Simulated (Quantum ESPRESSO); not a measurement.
# How a calculation on SrYMg6 (P1, 8 atoms in the cell) responds to its settings

```
CELL_PARAMETERS angstrom
      6.75271     0.00000     0.00000
      0.00000     6.75271     0.00000
      0.00000     0.00000     4.84790
ATOMIC_POSITIONS crystal
  Sr 0.49598 0.50183 0.49896
  Y  0.99876 0.00173 0.48950
  Mg 0.99516 0.49693 0.50308
  Mg 0.50552 0.00048 0.49903
  Mg 0.76514 0.23543 0.00412
  Mg 0.24089 0.76335 0.00350
  Mg 0.76205 0.76507 0.00186
  Mg 0.23650 0.23518 0.99994
```

Base run A: PBEsol, SSSP 1.1.2 efficiency (PBE) pseudopotentials in Quantum ESPRESSO, self-consistent single point.

Its settings: ecutwfc = 40 Ry; ecutrho = 320 Ry; occupations = smearing; smearing = gaussian; degauss = 0.0073499 Ry; input_dft = pbesol; potentials = {Sr: Sr_pbe_v1.uspp.F.UPF, Y: Y_pbe_v1.uspp.F.UPF, Mg: Mg.pbe-n-kjpaw_psl.0.3.0.UPF}; K_POINTS = automatic 3 3 4 1 1 1; conv_thr = 1e-11 Ry; mixing_beta = 0.4.

The starting cell comes from a database of computed structures (which also holds hypothetical and non-ambient phases and stackings), without a prior relaxation at this level. Its atoms were displaced at random from the sites of space group no. 123.

ΔF is the free energy per atom less that of run A. 

Run A gave: pressure (GPa) -0.68; largest force (eV/Å) 0.373.

Runs:
- B: lattice scaled by 0.97
- C: lattice scaled by 0.97; ecutwfc: 40 Ry → 24 Ry; ecutrho: 320 Ry → 192 Ry
- D: lattice scaled by 0.985
- E: lattice scaled by 0.985; ecutwfc: 40 Ry → 24 Ry; ecutrho: 320 Ry → 192 Ry
- F: lattice scaled by 1.015
- G: lattice scaled by 1.015; ecutwfc: 40 Ry → 24 Ry; ecutrho: 320 Ry → 192 Ry
- H: lattice scaled by 1.03
- I: lattice scaled by 1.03; ecutwfc: 40 Ry → 24 Ry; ecutrho: 320 Ry → 192 Ry
- J: ecutwfc: 40 Ry → 24 Ry; ecutrho: 320 Ry → 192 Ry

**Question.** What does run I change against A?

**Answer.** The free energy goes up by 38.7 meV/atom, the pressure goes from -0.68 to -3.12 GPa and the largest force goes from 0.373 to 0.288 eV/Å.

**Question.** What does run D change against A?

**Answer.** The free energy stays essentially unchanged (within 1 meV/atom), the pressure goes from -0.68 to 0.85 GPa and the largest force goes from 0.373 to 0.419 eV/Å.

| run | ΔF (meV/atom) | pressure (GPa) | largest force (eV/Å) |
|---|---|---|---|
| A | 0.00 | -0.68 | 0.373 |
| B | 13.5 | 2.69 | 0.469 |
| C | 21.7 | 2.52 | 0.470 |
| D | 0.50 | 0.85 | 0.419 |
| E | 8.7 | 0.69 | 0.420 |
| F | 10.5 | -1.95 | 0.329 |
| G | 18.6 | -2.09 | 0.329 |
| H | 30.6 | -2.98 | 0.287 |
| I | 38.7 | -3.12 | 0.288 |
| J | 8.2 | -0.83 | 0.373 |
